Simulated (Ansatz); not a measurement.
AlN (model structure, started from the BeO type, P4₂/mnm, No. 136, 8 atoms in the cell) was calculated with LDA in Ansatz (PAW).

Run with plane-wave cutoff 520 eV, 6×6×12 k mesh (along the axes of the cell as run), Fermi–Dirac smearing 0.01 eV, scalar-relativistic PAW data made under PBE.

The cell is the one relaxed with PBEsol. Conventional cell: a = 5.2943 Å, b = 5.2943 Å, c = 3.1089 Å, α = 90.00°, β = 90.00°, γ = 90.00°.

```yaml
crystal:
  lattice:
    - [5.29433, 0.00000, 0.00000]
    - [0.00000, 5.29433, 0.00000]
    - [0.00000, 0.00000, 3.10888]
  atoms:
    - { symbol: Al, position: [0.32285, 0.67715, 0.00000] }
    - { symbol: Al, position: [0.67715, 0.32285, 0.00000] }
    - { symbol: Al, position: [0.82285, 0.82285, 0.50000] }
    - { symbol: Al, position: [0.17715, 0.17715, 0.50000] }
    - { symbol: N, position: [0.31530, 0.31530, 0.00000] }
    - { symbol: N, position: [0.68470, 0.68470, 0.00000] }
    - { symbol: N, position: [0.18470, 0.81530, 0.50000] }
    - { symbol: N, position: [0.81530, 0.18470, 0.50000] }
```

Problem. List the 22 lowest band energies at Γ above −25 eV (eV, relative to the valence band maximum), grouping those that round alike.

Solution. At Γ: -14.93, -12.87 (×2), -12.58, -6.00, -4.92, -3.78 (×2), -2.76, -2.07, -0.85 (×2), -0.51, -0.11 (×2), -0.01, 3.83, 5.89, 6.43, 6.97 (×2), 8.89.

Note: the relaxation could raise the start's symmetry but not lower it, so the cell can be a saddle point; cell and atoms aren't relaxed at this level (pressure -4.7 GPa).

A model structure was made by putting elements into a prototype or built by hand; it is no filed structure, need not be a known phase, and can be a saddle point held by its symmetry.

Ansatz is an electronic-structure program.
